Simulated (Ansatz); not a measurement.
SiO2 (P4₁2₁2, No. 92), treated with PBE (Ansatz, an electronic-structure program, PAW).

Run with plane-wave cutoff 520 eV, 8×8×6 k mesh (along the axes of the cell as run), scalar-relativistic PAW data made under PBE.

Computed at the level's own relaxed cell.

```xyz
12
Lattice="5.0856 0.0000 0.0000 0.0000 5.0856 0.0000 0.0000 0.0000 7.1041" Properties=species:S:1:pos:R:3 pbc="T T T"
Si     1.4933     1.4933     0.0000
Si     4.0361     1.0495     5.3281
Si     1.0495     4.0361     1.7760
Si     3.5923     3.5923     3.5521
O      1.2270     0.4730     1.2360
O      3.7698     2.0698     4.0920
O      1.3158     3.0158     0.5400
O      3.8586     4.6126     4.7881
O      4.6126     3.8586     2.3160
O      2.0698     3.7698     3.0121
O      3.0158     1.3158     6.5641
O      0.4730     1.2270     5.8681
```

Problem. Give the elastic tensor (Voigt notation, GPa, ions relaxed, in the Cartesian axes of the cell as printed).

Solution. 
```
   58.4     2.4    -5.8     0.0     0.0     0.0
    2.4    58.4    -5.8     0.0     0.0     0.0
   -5.8    -5.8    46.3     0.0     0.0     0.0
    0.0     0.0     0.0    71.8     0.0     0.0
    0.0     0.0     0.0     0.0    71.8     0.0
    0.0     0.0     0.0     0.0     0.0    26.9
```

Note: the volume lies 7 % above that of the published cell.

Static lattice: no zero-point or thermal effects.
